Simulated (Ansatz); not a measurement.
System: interstitial Be in wurtzite GaN (charge state +2). These are PBE, PAW (plane waves to 420 eV; Ansatz, a quantum-chemistry and plane-wave program) values and carry that method's errors.

Cell of 72 host sites held at the relaxed PBE lattice; one k-point at (0.125, 0.250, 0.250); Fermi-Dirac width 0.01 eV, spin-restricted; finite-size errors left in. Static, classical nuclei. The charge state is imposed; whether it is stable for some Fermi level was not computed. Sites that were not tried may lie lower. The start lies 0.45 eV above the lowest site run (PBE).

Barriers: single points on a 2×2×2 k-point mesh shifted by half a step along c at the bands' geometries.

Relaxed starting cell (atoms counted from 1):

```
CELL_PARAMETERS angstrom
      9.65543     0.00000     0.00000
     -4.82771     8.36185     0.00000
      0.00000     0.00000    10.48619
ATOMIC_POSITIONS crystal
  Ga 0.22426 0.11198 0.24957
  Ga 0.22237 0.11105 0.74614
  Ga 0.23087 0.42783 0.23188
  Ga 0.22378 0.44225 0.75491
  Ga 0.23092 0.80268 0.23182
  Ga 0.22400 0.78121 0.75504
  Ga 0.55916 0.11508 0.25047
  Ga 0.55435 0.11061 0.75007
  Ga 0.55929 0.44396 0.25040
  Ga 0.55442 0.44343 0.74995
  Ga 0.55746 0.77851 0.24960
  Ga 0.55612 0.77785 0.74926
  Ga 0.88620 0.10845 0.25053
  Ga 0.88796 0.11034 0.74922
  Ga 0.88836 0.44361 0.25342
  Ga 0.88083 0.43998 0.75957
  Ga 0.88648 0.77706 0.25050
  Ga 0.88802 0.77686 0.74922
  Ga 0.10845 0.22327 0.49780
  Ga 0.10914 0.21830 0.99539
  Ga 0.08133 0.54147 0.53004
  Ga 0.11416 0.55764 0.00064
  Ga 0.10849 0.88657 0.49812
  Ga 0.10934 0.89215 0.99535
  Ga 0.44264 0.22207 0.50052
  Ga 0.44501 0.22324 0.99861
  Ga 0.44421 0.55838 0.50124
  Ga 0.44945 0.55803 0.99722
  Ga 0.44415 0.88718 0.50122
  Ga 0.44954 0.89279 0.99731
  Ga 0.77089 0.21680 0.50247
  Ga 0.77819 0.22200 0.00171
  Ga 0.77093 0.55497 0.50231
  Ga 0.77830 0.55718 0.00172
  Ga 0.77865 0.88977 0.50019
  Ga 0.77821 0.88952 0.99874
  N  0.22019 0.11072 0.43729
  N  0.22341 0.11238 0.93432
  N  0.21904 0.45887 0.43107
  N  0.22345 0.44467 0.94337
  N  0.21806 0.76051 0.43162
  N  0.22363 0.78004 0.94362
  N  0.55041 0.10787 0.43828
  N  0.55737 0.11366 0.93796
  N  0.55029 0.44380 0.43832
  N  0.55740 0.44510 0.93784
  N  0.55597 0.77875 0.43773
  N  0.55656 0.77894 0.93705
  N  0.88756 0.11232 0.43810
  N  0.88821 0.11130 0.93730
  N  0.88001 0.44018 0.44240
  N  0.89085 0.44583 0.94624
  N  0.88788 0.77632 0.43816
  N  0.88834 0.77782 0.93724
  N  0.10647 0.21269 0.18438
  N  0.11136 0.22436 0.68567
  N  0.12367 0.56176 0.20291
  N  0.10763 0.55359 0.70536
  N  0.10698 0.89339 0.18435
  N  0.11149 0.88665 0.68591
  N  0.44515 0.22240 0.18764
  N  0.44429 0.22193 0.68749
  N  0.45098 0.55642 0.18593
  N  0.44242 0.55475 0.68842
  N  0.45084 0.89415 0.18623
  N  0.44252 0.88734 0.68860
  N  0.78117 0.22450 0.19013
  N  0.77678 0.22179 0.69005
  N  0.78151 0.55587 0.19006
  N  0.77691 0.55420 0.68986
  N  0.77706 0.88805 0.18751
  N  0.77788 0.88850 0.68742
  Be 0.20185 0.60123 0.35241
```
Cell charge +2.

End state 1 differs by these moves (Å; atoms that move under 0.08 Å are left out):

```csv
atom,element,Δx,Δy,Δz
5,Ga,0.04,-0.21,0.23
15,Ga,-0.20,-0.07,-0.23
21,Ga,0.21,0.37,0.00
23,Ga,-0.01,0.08,0.04
33,Ga,0.07,0.03,-0.04
39,N,-0.05,-0.09,0.00
41,N,-0.05,0.22,0.11
43,N,0.04,0.07,0.00
51,N,0.21,0.07,-0.12
57,N,-0.09,-0.16,0.00
59,N,0.07,-0.07,0.06
65,N,-0.05,-0.08,0.04
67,N,-0.04,-0.08,-0.04
69,N,-0.10,0.03,-0.06
73,Be,-0.66,-1.15,0.01
```

**Question.** Give the forward and backward barriers to end state 1 at the level PBE, PAW.

**Answer.** forward 0.24 eV, backward 0.24 eV; at the saddle point atom 73 has neighbours Ga at 2.02; N at 1.63, N at 1.82, N at 1.94, N at 1.98 Å. The saddle point's order was not checked, and it lies on a symmetry element of the cell, where a band can be held.
